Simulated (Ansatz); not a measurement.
Start from SiS$_{2}$ (space group Ibam, No. 72; a = 6.019 Å, b = 9.396 Å, c = 5.545 Å; made of chains). Axes: x, y, z lie along a, b, c of the conventional cell.

Now apply this change: the cell is stretched by 0.32 % along y with no lateral relaxation; the atoms relax in the strained cell.

Levels (all Ansatz, a quantum-chemistry and plane-wave program, PAW): PBEsol (420 eV, scalar-relativistic without spin-orbit coupling); r2SCAN (500 eV, no spin-orbit coupling); HSE06 (420 eV, spin-orbit coupling left out).

One geometry, relaxed with PBEsol, under each level:

| level | band gap | lowest conduction level above the VBM at special points | pressure |
|---|---|---|---|
| PBEsol | 2.81 eV | X 2.87 eV; Λ₀ 2.90 eV; G₀ 2.90 eV; F₀ 3.28 eV | -0.01 GPa |
| r2SCAN | 3.29 eV | X 3.35 eV; Λ₀ 3.39 eV; G₀ 3.39 eV; F₀ 3.77 eV | -0.34 GPa |
| HSE06 | ___ | ___ | – |

### Question
Give the withheld HSE06 results.

### Answer

- HSE06, band gap: 4.01 eV
- HSE06, lowest conduction level above the VBM at special points: X 4.09 eV; Λ₀ 4.10 eV; G₀ 4.10 eV; Γ 4.75 eV

Single points use the geometry relaxed with PBEsol. Their cutoffs differ, which shifts pressures a little. HSE06 was sampled on its mesh, a few special points and the semilocal edge points, so its gap is an upper bound. Stability against distortions was not tested. No dispersion term is included in the PBEsol runs.
